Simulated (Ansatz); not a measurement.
**A computed series for Ca3GeO: response to strain**

Base system: Ca₃GeO in the anti-perovskite structure (space group Pm-3m, No. 221).

```
CELL_PARAMETERS angstrom
      4.67028     0.00000     0.00000
      0.00000     4.67028     0.00000
      0.00000     0.00000     4.67028
ATOMIC_POSITIONS crystal
  Ca 0.50000 0.50000 0.00000
  Ca 0.00000 0.50000 0.50000
  Ca 0.50000 0.00000 0.50000
  Ge 0.00000 0.00000 0.00000
  O  0.50000 0.50000 0.50000
```

Cartesian axes are those of the cell as printed.

Strains are applied to the cell and any free atomic positions relax; under biaxial strain the out-of-plane vector relaxes too.

Level of theory: Ansatz (a first-principles code) PBEsol, no spin-orbit coupling.

Notes on the quantities. pressure: mean of the normal stresses, compression positive.

| case | shortest interatomic distance | space group | pressure |
|---|---|---|---|
| base | 2.335 Å | Pm-3m (No. 221) | 0.0 GPa |
| biaxial strain +0.64 %, plane normal [111], relaxed out of plane | … | R-3m (No. 166) | … |
| isotropic strain −1.08 % | 2.310 Å | Pm-3m (No. 221) | 2.2 GPa |
| uniaxial strain ε_xx = −1.94 % | 2.290 Å | P4/mmm (No. 123) | 1.3 GPa |

**Question.** What belongs in the blanks?

**Answer.** 
- biaxial strain +0.64 %, plane normal [111], relaxed out of plane, shortest interatomic distance: 2.343 Å
- biaxial strain +0.64 %, plane normal [111], relaxed out of plane, pressure: -0.6 GPa

No phonon test of stability was made. The final runs are not spin-polarised.
